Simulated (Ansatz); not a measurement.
Functionals compared on OH on the (0001) surface of wurtzite GaN (2x2 N adatom at H3; a constructed slab, bottom: 3 H on 4 bottom sites), one in a cell of 36 Å², started at the site 'over Ga at depth 1.1 Å', in Ansatz (plane waves, PAW). The structure was relaxed with PBE; the other rows are single points on it, each with its references at the same level. Cutoff 420 eV (500 eV for r2SCAN). The points keep PBE's geometry, so the relaxation of a polaron and the settling of charge on one site are left out.

Host crystal: wurtzite GaN, with a band gap (PBE, scalar-relativistic without spin-orbit coupling).

Slab: 46 atoms, 13.4 Å thick at the start with caps and adatoms under the adsorbate (thin: gaps and levels are the slab's own); k 4x4x1, smearing 0.01 eV, dipole-corrected; 23 atoms held, the rest relaxed; no symmetry held; spin-polarised, ending with about 1.0 μB a cell; orders that need a larger cell were not tried, no spin-orbit, no U, no dispersion correction. At the end it is bonded to Ga. In PBE it is, or lies within 0.03 eV of, the lowest of the starts that converged. These notes are the PBE run's. r2SCAN: The program's check for a lower electronic state was not made. Adsorption energies are against H2O(g) − ½ H2(g). A negative adsorption energy means that the adsorbate is more stable on the surface than in its reference.

```
functional  adsorption energy (eV)  gap of the slab on its k-mesh (eV)  highest filled level below the top vacuum level (eV)  magnetic moment of the cell (μB)
----------  ----------------------  ----------------------------------  ----------------------------------------------------  --------------------------------
PBE                          -0.35                                1.00                                                  6.26                              1.00
RPBE                         -0.27                                1.05                                                  6.14                              1.00
r2SCAN                       -0.78                                1.70                                                  6.41                              1.00
```

Ansatz is an electronic-structure program.
